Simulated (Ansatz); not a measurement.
## Rh: response to strain

Base system: Rh in the fcc (Cu type) structure (space group Fm-3m, No. 225; a = 3.755 Å; relaxed with 0.1 eV smearing).

Strains are applied to the cell and any free atomic positions relax.

Method: LDA/PAW in Ansatz (an electronic-structure program), spin-orbit coupling left out.

| isotropic strain (%) | pressure (GPa) |
|---|---|
| -2 | 22.3 |
| -1.5 | ? |
| -1 | 10.3 |
| -0.5 | 4.9 |
| 0 | 0.0 |
| 0.5 | -4.5 |
| 1 | -8.7 |
| 1.5 | -12.6 |
| 3 | -22.3 |

Fit P = P₀ − Bδ + Cδ² with δ = (1 + ε)³ − 1 to the rows shown and predict the withheld row.

Least squares on the printed values gives P₀ = 0.1 GPa, B = 322 GPa, C = 884 GPa (largest residual 0.2 GPa); this predicts 16.1 GPa, and the run gives 16.0 GPa, in agreement.

Whether these cells are dynamically stable was not tested. All final runs are without spin polarisation. Rh lies near a magnetic instability that expansion can trigger; it was not tested.
